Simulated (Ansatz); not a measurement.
The reference is MoS₂ in the 2H-MoS2 type structure (space group P6_3/mmc, No. 194; layered, stacked along the Cartesian z axis).

```yaml
crystal:
  lattice:
    - [3.14944, 0.00000, 0.00000]
    - [-1.57472, 2.72750, 0.00000]
    - [0.00000, 0.00000, 12.09150]
  atoms:
    - { symbol: Mo, position: [0.33333, 0.66667, 0.25000] }
    - { symbol: Mo, position: [0.66667, 0.33333, 0.75000] }
    - { symbol: S, position: [0.33333, 0.66667, 0.62050] }
    - { symbol: S, position: [0.66667, 0.33333, 0.12050] }
    - { symbol: S, position: [0.66667, 0.33333, 0.37950] }
    - { symbol: S, position: [0.33333, 0.66667, 0.87950] }
```

Computed with PBE-D3(BJ)/PAW in Ansatz (an electronic-structure program), spin-orbit coupling left out, earlier PAW set.

Before the change:

| Item | Result |
|---|---|
| Lattice parameter a | 3.149 Å |
| Band gap | 0.78 eV |
| Hole mass | 1.0 mₑ along c, 0.61 mₑ across (at Γ) |

Perturbation: cell and atoms relaxed at a pressure of 3 GPa.

Question: What does the calculation give for the lattice parameter a after the change?

Answer: The lattice parameter a shrinks by 0.026 Å, from 3.149 Å to 3.123 Å.

Question: Predict the new band gap.

Answer: The band gap falls by 0.204 eV (0.78 eV → 0.57 eV).

Question: How does this affect the hole mass?

Answer: The hole mass goes from 1.0 mₑ along c, 0.61 mₑ across (at Γ) to 1.2 mₑ along c, 0.49 mₑ across (at Γ).

Load acts through the strain it causes; cell and atoms are relaxed under it. Masses are band curvatures over ±0.01 Å⁻¹ around the edge. Stability against distortions was not tested.
